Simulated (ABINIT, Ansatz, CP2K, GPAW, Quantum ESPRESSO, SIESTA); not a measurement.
## K3Sr (P1, 8 atoms in the cell) computed with different codes at matched settings

Self-consistent single point, at a second geometry (atoms moved at random). First geometry:

```
CELL_PARAMETERS angstrom
      9.05956     0.00000     0.00000
     -4.52978     7.84581     0.00000
      0.00000     0.00000     7.39045
ATOMIC_POSITIONS crystal
  K  0.33589 0.16795 0.75000
  K  0.66411 0.83205 0.25000
  K  0.16795 0.33589 0.25000
  K  0.83205 0.66411 0.75000
  K  0.83205 0.16795 0.75000
  K  0.16795 0.83205 0.25000
  Sr 0.66667 0.33333 0.25000
  Sr 0.33333 0.66667 0.75000
```

Second geometry:
```yaml
crystal:
  lattice:
    - [9.05956, 0.00000, 0.00000]
    - [-4.52978, 7.84581, 0.00000]
    - [0.00000, 0.00000, 7.39045]
  atoms:
    - { symbol: K, position: [0.33029, 0.15690, 0.74765] }
    - { symbol: K, position: [0.66871, 0.82514, 0.24621] }
    - { symbol: K, position: [0.17122, 0.33891, 0.24531] }
    - { symbol: K, position: [0.83202, 0.66174, 0.75364] }
    - { symbol: K, position: [0.83645, 0.17675, 0.75597] }
    - { symbol: K, position: [0.16348, 0.83103, 0.25200] }
    - { symbol: Sr, position: [0.66531, 0.33779, 0.24320] }
    - { symbol: Sr, position: [0.33251, 0.67174, 0.75602] }
```

Shared settings, as Ansatz (an electronic-structure program) writes them: kpoints.mp_grid.grid = 2 2 2; scf.occupations.method = fermi_dirac; scf.occupations.width = 0.136 eV. Potentials and cutoffs stand in the table.

```
code                                                                                                                                      model  ΔF from the first geometry (meV/atom)  pressure (GPa)  largest force (eV/Å)       cutoff
----------------  -----------------------------------------------------------------------------------------------------------------------------  -------------------------------------  --------------  --------------------  -----------
Quantum ESPRESSO                                                          PBEsol, PseudoDojo standard norm-conserving (PBESOL) pseudopotentials                                    2.1            0.03                 0.098        75 Ry
SIESTA            GGA PBEsol, numerical atomic orbitals TZP, PseudoDojo PBEsol standard norm-conserving potentials (rewritten from UPF to PSML)                                    2.7            0.70                 0.127  grid 350 Ry
CP2K                                                                 PBEsol, GPW, DZVP-MOLOPT-PBE-GTH basis, GTH-PBE potentials (POTENTIAL_UZH)                                    2.3            0.16                 0.105  grid 500 Ry
Ansatz                                                                                                          PBEsol, PAW files made with PBE                                    2.1            0.03                 0.098       420 eV
GPAW                                                                                      PBEsol, GPAW PAW datasets PBEsol (made by gpaw-setup)                                    2.1            0.02                 0.096       600 eV
ABINIT                                                           PBEsol, norm-conserving pseudopotentials (PseudoDojo nc-sr-04 PBEsol standard)                                    2.1            0.03                 0.098        37 Ha
```

Size of the force on each atom (eV/Å): Sizes of forces hide their directions.

| code | K1 | K2 | K3 | K4 | K5 | K6 | Sr7 | Sr8 |
|---|---|---|---|---|---|---|---|---|
| Quantum ESPRESSO | 0.074 | 0.098 | 0.039 | 0.045 | 0.060 | 0.043 | 0.088 | 0.070 |
| SIESTA | 0.090 | 0.127 | 0.071 | 0.079 | 0.101 | 0.035 | 0.124 | 0.099 |
| CP2K | 0.077 | 0.105 | 0.042 | 0.050 | 0.065 | 0.043 | 0.093 | 0.074 |
| Ansatz | 0.074 | 0.098 | 0.039 | 0.045 | 0.060 | 0.043 | 0.088 | 0.070 |
| GPAW | 0.072 | 0.096 | 0.038 | 0.045 | 0.059 | 0.041 | 0.087 | 0.069 |
| ABINIT | 0.074 | 0.098 | 0.039 | 0.045 | 0.060 | 0.043 | 0.088 | 0.070 |

The spread over the programs that give each value: ΔF from the first geometry within 0.6 meV/atom; pressure within 0.68 GPa; largest force within 0.031 eV/Å.

SIESTA and CP2K use small atom-centred bases, whose incompleteness enters pressures, forces and empty levels differently from a plane-wave cutoff. Ansatz's pressure is given at a fixed set of plane waves, as the other plane-wave codes print theirs.

The shared mesh is coarse (it stands for a supercell whose shortest vector is 15 Å), so the values are not converged in it.

The starting cell comes from a database of computed structures (which also holds hypothetical and non-ambient phases and stackings), without a prior relaxation at this level. Its lattice was rescaled by a random factor within 2.5 % of one. For this run, on top of that: atoms moved at random.

Keys are those of Ansatz 0.2.
